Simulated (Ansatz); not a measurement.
Structures of equal composition on the (110) surface of bcc Nb: a layer of Pd in place of the second plane; a layer of Pd in place of the third plane. The slabs share one bottom face, and each structure is named by its start. These are constructed structures in small cells; real faces may alloy, dewet or reconstruct in larger ones, and not all known structures of the face are among them. Slabs of about 11 Å with all that they carry, Fermi-Dirac smearing of 0.1 eV. Bottom of the slabs: a bare face, its two planes held. Relaxed from the named starts with such symmetry as they have, on meshes of like density; energies extrapolated to zero smearing; no spin-orbit coupling, no U. Spin-polarised runs, if any, are marked in brackets, and their order is one that fits the cell; the others ran without spin.

These are PBE (plane waves to 420 eV, PAW; Ansatz, a quantum-chemistry and plane-wave program) values and carry that method's errors.

Problem. Put the candidates in order of energy per 1x1 cell, lowest first, for PBE.

Solution. a layer of Pd in place of the third plane (0.000 eV), a layer of Pd in place of the second plane (0.403 eV)
